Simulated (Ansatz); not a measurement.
The parent structure is ZnCu2SnSe4 (space group I-4, No. 82; a = 5.658 Å, c = 11.318 Å). Axes: x, y, z lie along a, b, c of the conventional cell.

Level of theory: DFT with PBEsol, PAW potentials and a 420 eV plane-wave cutoff in Ansatz (an electronic-structure program), without spin-orbit coupling.

Before the change:

| Item | Value |
|---|---|
| Pressure | 0.0 GPa |
| Band gap | zero |
| Volume per atom | 22.65 Å³ |

The change: biaxial strain +0.45 %, plane normal [001], relaxed out of plane (Cartesian); in-plane vectors clamped, the third vector and the atoms free.

Estimate the effect on the energy relative to the base.

The energy is nearly the same.

Estimate the effect on the pressure.

The pressure (mean of the normal stresses, compression positive) goes from zero to -0.2 GPa.

Predict the new band gap.

The band gap stays zero.

Predict the new volume per atom.

The volume per atom grows by 0.07 Å³ (22.65 Å³ → 22.72 Å³).

No phonon test of stability was made. All final runs are without spin polarisation. Gaps under 0.05 eV, about the width of the smearing, are given as zero. The zero or small gap of ZnCu2SnSe4 can change with the level of theory.
